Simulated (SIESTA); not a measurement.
SIESTA run on LaNi2 (Fd-3m, 6 atoms in the cell): self-consistent single point.

Method: GGA PBEsol, numerical atomic orbitals TZP, PseudoDojo PBEsol standard norm-conserving potentials (rewritten from UPF to PSML) run with SIESTA 5.4.2.

The change in words: lattice scaled by 0.98. Reference geometry:
```
LaNi2
1.0
    0.00000     3.65314     3.65314
    3.65314     0.00000     3.65314
    3.65314     3.65314     0.00000
La Ni
2 4
Direct
  0.75000   0.75000   0.75000
  0.50000   0.50000   0.50000
  0.12500   0.12500   0.62500
  0.12500   0.62500   0.12500
  0.12500   0.12500   0.12500
  0.62500   0.12500   0.12500
```

Reference input (self-consistent single point, DFT, GGA PBEsol, numerical atomic orbitals TZP, PseudoDojo PBEsol standard norm-conserving potentials (rewritten from UPF to PSML)): XC.functional = GGA; XC.authors = PBEsol; potentials = PseudoDojo PBEsol standard; PAO.BasisSize = TZP; PAO.EnergyShift = 0.005 Ry; MeshCutoff = 350 Ry; kgrid.MonkhorstPack = 8 8 8; OccupationFunction = MP; OccupationMPOrder = 0; ElectronicTemperature = 272 meV; MaxSCFIterations = 150; SCF.Mixer.Method = Pulay. This run's input differs from it in these lines:

```diff
@@ -12,5 +12,5 @@
 %block LatticeVectors
-     0.000000000    6.903443544    6.903443544
-     6.903443544    0.000000000    6.903443544
-     6.903443544    6.903443544    0.000000000
+     0.000000000    6.765374484    6.765374484
+     6.765374484    0.000000000    6.765374484
+     6.765374484    6.765374484    0.000000000
 %endblock LatticeVectors
@@ -18,8 +18,8 @@
 %block AtomicCoordinatesAndAtomicSpecies
-     5.479717500    5.479717500    5.479717500  1
-     3.653145000    3.653145000    3.653145000  1
-     2.739858750    2.739858750    0.913286250  2
-     2.739858750    0.913286250    2.739858750  2
-     0.913286250    0.913286250    0.913286250  2
-     0.913286250    2.739858750    2.739858750  2
+     5.370123000    5.370123000    5.370123000  1
+     3.580082000    3.580082000    3.580082000  1
+     2.685061500    2.685061500    0.895020500  2
+     2.685061500    0.895020500    2.685061500  2
+     0.895020500    0.895020500    0.895020500  2
+     0.895020500    2.685061500    2.685061500  2
 %endblock AtomicCoordinatesAndAtomicSpecies
```

Log, with long lists cut:

```
        iscf     Eharris(eV)        E_KS(eV)     FreeEng(eV)     dDmax    Ef(eV) dHmax(eV)
   scf:    1   -19909.415346   -20090.266725   -20090.500710  4.340262 -4.476943 27.653053
   scf:    2   -20162.350348   -20155.135354   -20155.244390  1.784671 -5.891948  2.276303
   scf:    3   -20155.625381   -20155.388527   -20155.499768  0.050729 -5.933874  1.901518
   scf:    4   -20156.063236   -20155.835715   -20155.961524  0.169898 -6.076902  0.143956
   scf:    5   -20155.841973   -20155.838953   -20155.964184  0.009871 -6.081827  0.075201
   [... 4 lines left out ...]
   scf:   10   -20155.842105   -20155.842217   -20155.966555  0.001022 -6.087642  0.003517
   scf:   11   -20155.842240   -20155.842228   -20155.966553  0.000086 -6.087748  0.005786
   scf:   12   -20155.842153   -20155.842192   -20155.966556  0.000246 -6.087604  0.000003
   scf:   13   -20155.842192   -20155.842192   -20155.966556  0.000000 -6.087604  0.000002
SCF Convergence by DM+H criterion
max |DM_out - DM_in|         :     0.0000001388
max |H_out - H_in|      (eV) :     0.0000023641
SCF cycle converged after 13 iterations

Using DM_out to compute the final energy and forces

siesta: E_KS(eV) =           -20155.8422

siesta: E_KS - E_eggbox =    -20155.8422

siesta: Atomic forces (eV/Ang):
     1    0.000056    0.000056    0.000056
     2   -0.000056   -0.000056   -0.000056
     3    0.000000    0.000000   -0.000000
     4    0.000000   -0.000000    0.000000
     5    0.000000    0.000000    0.000000
     6   -0.000000    0.000000    0.000000
   Tot    0.000001    0.000001    0.000001
   Max    0.000056
   Res    0.000033    sqrt( Sum f_i^2 / 3N )
   Max    0.000056    constrained

   [... lines left out ...]
siesta: FreeEng =    -20155.966556
   [... lines left out ...]
siesta:    -0.060275   -0.000262   -0.000262
siesta:    -0.000262   -0.060275   -0.000262
siesta:    -0.000262   -0.000262   -0.060275

siesta: Cell volume =         91.771730 Ang**3

siesta: Pressure (static):
siesta:                Solid            Molecule  Units
siesta:           0.00065648          0.00065646  Ry/Bohr**3
siesta:           0.06027483          0.06027373  eV/Ang**3
siesta:          96.57092608         96.56916637  kBar
```

The run converged in 13 iterations. Against the reference run the free energy rises by 29.5 meV/atom and the pressure goes from 1.47 to 9.66 GPa.

The starting cell comes from a database of computed structures (which also holds hypothetical and non-ambient phases and stackings), without a prior relaxation at this level. For this run, on top of that: lattice scaled by 0.98. Spin polarisation is off. Values carry the incompleteness of an atom-centred basis. With a pressure of about 10 GPa the cell is away from its equilibrium volume at this level.

Cost on one core of a shared machine: roughly 3 min.
